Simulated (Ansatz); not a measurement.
Take K2CaC2O6 (space group R-3m, No. 166) as the base.

```
K2CaC2O6
1.0
    2.69056     1.55340     6.00013
   -2.69056     1.55340     6.00013
    0.00000    -3.10680     6.00013
K Ca C O
2 1 2 6
Direct
  0.79123   0.79123   0.79123
  0.20877   0.20877   0.20877
  0.00000   0.00000   0.00000
  0.41250   0.41250   0.41250
  0.58750   0.58750   0.58750
  0.72526   0.31067   0.72526
  0.27474   0.68933   0.27474
  0.72526   0.72526   0.31067
  0.27474   0.27474   0.68933
  0.31067   0.72526   0.72526
  0.68933   0.27474   0.27474
```

Cartesian axes are those of the cell as printed.

Method: r2SCAN (Ansatz, a quantum-chemistry and plane-wave program, PAW, no spin-orbit coupling), earlier PAW set.

Base values:

| Item | Value |
|---|---|
| Band gap | 5.14 eV |
| Valence-band top at Γ | 0.00, -0.18, -1.45 eV |
| Electron mass | 1.0 mₑ along c, 0.69 mₑ across (at Γ) |

Perturbation: uniaxial stress, 0.5 GPa tension along z, with the cell and atoms free to relax against it.

**Question.** Estimate the effect on the band gap.

**Answer.** The band gap shrinks by 0.07 eV (5.14 eV → 5.07 eV).

**Question.** What does the calculation give for the valence-band top at Γ after the change?

**Answer.** The valence-band top at Γ (three highest levels, from the VBM) goes from 0.00, -0.18, -1.45 eV to 0.00, -0.16, -1.48 eV.

**Question.** What happens to the electron mass?

**Answer.** The electron mass becomes 0.94 mₑ along z, 0.68 mₑ across (at Γ) (base: 1.0 mₑ along c, 0.69 mₑ across (at Γ)).

**Question.** What happens to the strain response?

**Answer.** The strain response (xx, yy, zz) amounts to (−0.22, −0.22, +1.20) %.

Masses are band curvatures over ±0.01 Å⁻¹ around the edge. Beyond what the load breaks, stability against distortions was not tested.
